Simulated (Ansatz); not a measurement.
Input and output of a self-consistent single point for BaSbPt (P3m1, 3 atoms in the cell) (Ansatz, a program for electronic structure).

Computed with LDA (PW92), default PAW files made with PBE (plane waves; Ansatz).

The change in words: lattice scaled by 0.98; basis.ecutwfc: 420 eV → 565 eV. Reference geometry:
```yaml
crystal:
  lattice:
    - [4.59084, 0.00000, 0.00000]
    - [-2.29542, 3.97578, 0.00000]
    - [0.00000, 0.00000, 5.01134]
  atoms:
    - { symbol: Ba, position: [0.00000, 0.00000, 0.00998] }
    - { symbol: Sb, position: [0.66667, 0.33333, 0.50000] }
    - { symbol: Pt, position: [0.33333, 0.66667, 0.50000] }
```

Reference input (self-consistent single point, DFT, LDA (PW92), plane waves, default PAW files made with PBE): basis.ecutwfc = 420 eV; kpoints.mp_grid.grid = 8 8 7; hamiltonian.xc = lda; hamiltonian.pseudopotentials = {kind: paw} (the program's default PAW files); scf.occupations.method = gaussian; scf.occupations.width = 0.1 eV. This run's input differs from it in these lines:

Ansatz 0.2 input:
```diff
@@ -2,11 +2,11 @@
   lattice:
-    - [4.59084000, 0.00000000, 0.00000000]
-    - [-2.29542000, 3.97578400, 0.00000000]
-    - [0.00000000, 0.00000000, 5.01134200]
+    - [4.49902300, 0.00000000, 0.00000000]
+    - [-2.24951200, 3.89626800, 0.00000000]
+    - [0.00000000, 0.00000000, 4.91111500]
   atoms:
-    - { symbol: Ba, position_ang: [0.00000000, 0.00000000, 0.04999816] }
-    - { symbol: Sb, position_ang: [2.29542230, 1.32526001, 2.50567100] }
-    - { symbol: Pt, position_ang: [-0.00000230, 2.65052399, 2.50567100] }
+    - { symbol: Ba, position_ang: [0.00000000, 0.00000000, 0.04899819] }
+    - { symbol: Sb, position_ang: [2.24951358, 1.29875470, 2.45555750] }
+    - { symbol: Pt, position_ang: [-0.00000258, 2.59751330, 2.45555750] }
 basis:
-  ecutwfc: 420.0
+  ecutwfc: 565.0
 kpoints:
```

Output, abridged:

```
SCF iter   1: F=—  HF=-24363.232945 eV  |F-HF|=—  |Δ(HF+E_count)|=         —  Δρ=5.95e-3  dr2=1.92e-2  ethr=1.77e-3  ⟨swp⟩=7.7  Hψ=7189  notcnv=0
all-band conjugate gradients solve this SCF's bands
preconditioner: auto → Kerker (q_TF=auto, 2.430 Å⁻¹)
SCF iter   2: F=—  HF=-24363.229588 eV  |F-HF|=—  |Δ(HF+E_count)|=   3.36e-3  Δρ=3.19e-3  dr2=7.62e-3  ethr=4.48e-5  ⟨swp⟩=1.9  Hψ=2080  notcnv=0
SCF iter   3: F=—  HF=-24363.227448 eV  |F-HF|=—  |Δ(HF+E_count)|=   2.14e-3  Δρ=1.09e-3  dr2=2.27e-3  ethr=1.77e-5  ⟨swp⟩=2.0  Hψ=1813  notcnv=0
SCF iter   4: F=—  HF=-24363.227039 eV  |F-HF|=—  |Δ(HF+E_count)|=   4.10e-4  Δρ=4.09e-4  dr2=4.95e-4  ethr=5.28e-6  ⟨swp⟩=2.0  Hψ=1572  notcnv=0
SCF iter   5: F=—  HF=-24363.226905 eV  |F-HF|=—  |Δ(HF+E_count)|=   1.33e-4  Δρ=2.08e-4  dr2=5.94e-5  ethr=1.15e-6  ⟨swp⟩=2.0  Hψ=1869  notcnv=0
SCF iter   6: F=—  HF=-24363.226896 eV  |F-HF|=—  |Δ(HF+E_count)|=   9.69e-6  Δρ=4.40e-5  dr2=2.62e-6  ethr=1.38e-7  ⟨swp⟩=2.0  Hψ=1861  notcnv=0
SCF iter   7: F=-24363.226895 eV  HF=-24363.226895 eV  |F-HF|=3.01e-9  |Δ(HF+E_count)|=   1.92e-7  Δρ=8.15e-6  dr2=7.93e-8  ethr=2.33e-10  ⟨swp⟩=6.3  Hψ=7936  notcnv=0
SCF 1 converged in 7 iterations: F = -24363.226895 eV  dr2 = 7.93e-8
Free energy (F): -24363.226895 eV
Internal energy: -24363.216627 eV  (E = F + TS)
E sigma→0 (E₀):  -24363.221761 eV
Entropy (-TS):   -0.010268 eV (-3.423 meV/atom)
Fermi energy:    11.249097 eV
--- Forces (eV/Å), atoms counted from 1 ---
  atom   1  Ba    -0.00000000    -0.00000000    -0.16432529
  atom   2  Sb    -0.00000000     0.00000000     0.12383118
  atom   3  Pt    -0.00000000    -0.00000000     0.04044230
--- Stress (GPa, compression-positive) ---
       -0.803314      -0.000000      -0.000000
       -0.000000      -0.803314      -0.000000
       -0.000000      -0.000000      -1.800651
  P = ⅓ Tr σ = -1.1358 GPa (-11.358 kbar)
  The stress holds the Pulay correction. Without it, at fixed plane waves, as pw.x and ABINIT print it: P = -1.1385 GPa
```

The run converged in 7 iterations. Against the reference run the free energy drops by 36.0 meV/atom, the pressure goes from -4.87 to -1.14 GPa and the largest force goes from 0.118 to 0.164 eV/Å.

The starting cell comes from a database of computed structures (which also holds hypothetical and non-ambient phases and stackings), without a prior relaxation at this level. Its lattice was rescaled by up to half a per cent. One atom was moved a little off its site on purpose. For this run, on top of that: lattice scaled by 0.98. Spin polarisation is off. Ansatz's pressure includes its estimate of the finite-basis (Pulay) stress.
